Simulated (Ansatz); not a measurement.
## How a calculation on GaSb (F-43m, 2 atoms in the cell) responds to its settings

```xyz
2
Lattice="0.0000 3.1085 3.1085 3.1085 0.0000 3.1085 3.1085 3.1085 0.0000" Properties=species:S:1:pos:R:3 pbc="T T T"
Ga     0.0000     0.0000     0.0000
Sb     4.6627     4.6627     4.6627
```

Base run A: PBE, PAW files in Ansatz (an electronic-structure program), self-consistent single point.

Its settings: kpoints.mp_grid.grid = 6 6 6; hamiltonian.xc = pbe; hamiltonian.pseudopotentials = {kind: paw} (the program's default PAW files); scf.occupations.method = methfessel_paxton; scf.occupations.width = 0.1 eV.

The starting cell comes from a database of computed structures (which also holds hypothetical and non-ambient phases and stackings), without a prior relaxation at this level. Its lattice was rescaled by a random factor within 2.5 % of one. Ansatz's pressure includes its estimate of the finite-basis (Pulay) stress. The run gives no clean gap (levels at the Fermi energy touch, overlap or are partly filled at this smearing), which alone does not show that the compound is a metal.

Total energies depend on the potentials, the functional and any Hubbard or dispersion term, so they are compared only between runs that share all of them.

Runs:
- B: hamiltonian.pseudopotentials: {kind: paw} (the program's default PAW files) → {kind: paw_fr}; magnetization.noncollinear: default → true; magnetization.spin_orbit: default → true [PBE with spin-orbit coupling]
- C: hamiltonian.pseudopotentials: {kind: paw} (the program's default PAW files) → {kind: paw_fr}; magnetization.noncollinear: default → true; magnetization.spin_orbit: default → false
- D: hamiltonian.xc: pbe → lda; hamiltonian.pseudopotentials: {kind: paw} (the program's default PAW files) → {kind: paw_fr}; magnetization.noncollinear: default → true; magnetization.spin_orbit: default → true [LDA (PW92) with spin-orbit coupling]

Question: What does run D change against A?

Answer: The pressure goes from 0.03 to -3.59 GPa.

| run | pressure (GPa) |
|---|---|
| A | 0.03 |
| B | 0.07 |
| C | 0.03 |
| D | -3.59 |

Keys are those of Ansatz 0.2.
